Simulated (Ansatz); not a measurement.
What strain tensor (xx, yy, zz, yz, xz, xy) = (−0.39, −0.75, −0.22, +0.30, −0.19, −0.20) % does to TiPd

Start from TiPd (space group Pmma, No. 51; a = 4.5315 Å, b = 2.7620 Å, c = 4.8266 Å; a cell from a computed database, its experimental status unchecked; relaxed with 0.1 eV smearing). Axes: x, y, z lie along a, b, c of the conventional cell.

Perturbation: strain tensor (xx, yy, zz, yz, xz, xy) = (−0.39, −0.75, −0.22, +0.30, −0.19, −0.20) %; the atoms relax in the strained cell.

The values are results of plane-wave PAW DFT at the PBEsol level (Ansatz, a first-principles code, 420 eV), no spin-orbit coupling, not measurements. k-mesh 13×21×12 (Γ-centred); smearing 0.1 eV (Fermi–Dirac).

| quantity | base | changed | shift |
|---|---|---|---|
| volume per atom | 15.10 Å³ | 14.90 Å³ | -0.20 Å³ |
| space group | Pmma (No. 51) | P-1 (No. 2) | – |
| shortest interatomic distance | 2.709 Å | 2.686 Å | -0.023 Å |
| energy relative to the base (free energy F) | 0 meV/atom | +1.7 meV/atom | +1.7 meV/atom |
| pressure (mean of the normal stresses, compression positive) | 0.0 GPa | 2.4 GPa | +2.4 GPa |
| band gap | zero | zero | – |
| largest internal atomic displacement | – | 0.019 Å | – |
| stress (xx, yy, zz, yz, xz, xy; compression positive) | – | (2.3, 2.9, 2.0, 0.1, 0.2, 0.2) GPa | – |

Whether these cells are dynamically stable was not tested. All final runs are without spin polarisation.
